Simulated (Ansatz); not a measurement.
The starting structures come from a database of crystals and need not be the phases stable at ambient conditions.

By PBEsol, the system below comes out a metal.

A figure of merit of an interconnect metal is its ballistic conductance per area.

Given:

```
CELL_PARAMETERS angstrom
      2.73098     0.00000     0.00000
     -1.36549     2.36510     0.00000
      0.00000     0.00000     4.42849
ATOMIC_POSITIONS crystal
  Rh 0.66667 0.33333 0.75000
  Rh 0.33333 0.66667 0.25000
```

Space group of this cell: P6_3/mmc, hcp (Mg type). The cell is taken as given; by PBEsol its mean pressure is -13.7 GPa.

The current flows along the normal of the first two printed cell vectors, the (001) plane of the conventional cell. No spin-orbit coupling; the value is a mean over 0.1 eV about the Fermi level.

Question: Compute, with PBEsol (Ansatz, a program for electronic structure), the ballistic conductance per area.

Answer: 2.3 × 10¹⁵ S/m² for both spins.
